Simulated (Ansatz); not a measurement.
SnO2 (P4_2/mnm), PBEsol with spin-orbit coupling, rigid bands (Ansatz, a quantum-chemistry and plane-wave program): N_c = 2.03e18 cm⁻³ at 300 K and an electron conductivity mass of 0.177 mₑ along z (a = (4.77, 0.00, 0.00) Å; b = (0.00, 4.77, 0.00) Å; c = (0.00, 0.00, 3.21) Å).

### Question
For 1e16 electrons per cm³ at 300 K, place the Fermi level, estimate the Seebeck coefficient of a parabolic band with constant τ, and give mobility and conductivity for τ = 5 fs.

### Answer
The level lies k_BT ln(N_c/n) = 0.137 eV below the conduction-band minimum. S ≈ −(k_B/e)[ln(N_c/n) + 5/2] = -673 μV/K, against -671 μV/K from the full bands (mean over directions). μ = eτ/m = 49.7 cm²/(V·s) and σ = neμ = 0.0796 S/cm. τ is assumed, not computed.

Band transport and this doping are assumed; polarons and phonon drag are left out.
